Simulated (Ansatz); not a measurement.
MoP (P-6m2, No. 187, 2 atoms in the cell; start COD 1539074) was calculated with PBE (Ansatz, a program for electronic structure, PAW).

Input:

Ansatz 0.2 input:
```yaml
crystal:
  lattice:
    - [3.223, 0.0, 0.0]
    - [-1.6115, 2.7912, 0.0]
    - [0.0, 0.0, 3.191]
  atoms:
    - { symbol: Mo, position: [0.0, 0.0, 0.0] }
    - { symbol: P, position: [0.333333, 0.666667, 0.5] }
basis:
  ecutwfc: 520
  ecutrho_ratio: 4
  xc_grid: 2
kpoints:
  mp_grid: { grid: [18, 18, 18] }
hamiltonian:
  xc: pbe
  dispersion: none
  pseudopotentials: { azcp: { folder: ./paw }, kind: paw }
scf:
  occupations: { method: fermi_dirac, width: 0.05 }
  convergence: { dr2_threshold: 0.0000000002 }
output:
  forces: true
  stress: true
  eigenvalues: true
```

How many irreducible k-points, plane waves at Γ does the program set up, and what pressure does the run end with?

370 irreducible k-points, 761 plane waves at Γ; P = 2.69 GPa, so the cell is compressed on average and its volume would grow at this level.

Excerpt of the program's output:

```
WARN the atoms were moved onto the symmetric positions of the space group found under crystal.symmetry.tolerance 1.0e-5 (fractional …
Crystal: 2 atoms, lattice volume = 28.706 Å³
Basis set: ecut = 520 eV, 761 PW (Γ), exchange–correlation on 48×48×48 points (8 copies of the dense FFT grid, shifted against one another)
Bands: 14, of which v1, the nominal top of the filled ones, is band 10 counted from 1 (9 counted from 0)
Symmetry: 12 space group operations
Space group: P-6m2 (ITA 187), of the structure as read, at distance tolerance 3.1e-5 Å
k-points: 370 of 5832 (time reversal used)
Initial density: superposition of atomic densities (chi_scale 0.1, normalization cell, long waves kept (reshape's long-wave potential 0.00 eV rms))
Functional: x = pbe(κ = 0.804, μ = 0.2195149727645171), c = pbe(β = 0.06672455060314922)
SCF iter   1: F=—  HF=-5714.063265 eV  |F-HF|=—  |Δ(HF+E_count)|=         —  Δρ=9.52e-2  dr2=3.78e0
SCF iter   2: F=—  HF=-5713.530110 eV  |F-HF|=—  |Δ(HF+E_count)|=   5.33e-1  Δρ=6.45e-2  dr2=1.78e0
  ...
SCF iter   7: F=—  HF=-5713.102819 eV  |F-HF|=—  |Δ(HF+E_count)|=   5.73e-7  Δρ=4.88e-6  dr2=4.15e-9
SCF iter   8: F=-5713.102819 eV  HF=-5713.102819 eV  |F-HF|=7.55e-11  |Δ(HF+E_count)|=   1.63e-9  Δρ=6.22e-7  dr2=1.19e-10
SCF 1 converged in 8 iterations: F = -5713.102819 eV  dr2 = 1.19e-10
SCF converged after 8 iterations
Free energy (F): -5713.102819 eV
Internal energy: -5713.096364 eV  (E = F + TS)
E sigma→0 (E₀):  -5713.099591 eV
Fermi energy:    17.225907 eV
--- Stress (GPa, compression-positive) ---
        2.815956      -0.000000       0.000000
       -0.000000       2.815956       0.000000
        0.000000       0.000000       2.425207
  P = ⅓ Tr σ = 2.6857 GPa (26.857 kbar)
```

Note: cell and atoms aren't relaxed at this level (pressure 2.7 GPa).

The result took around 14 core-seconds (rough).
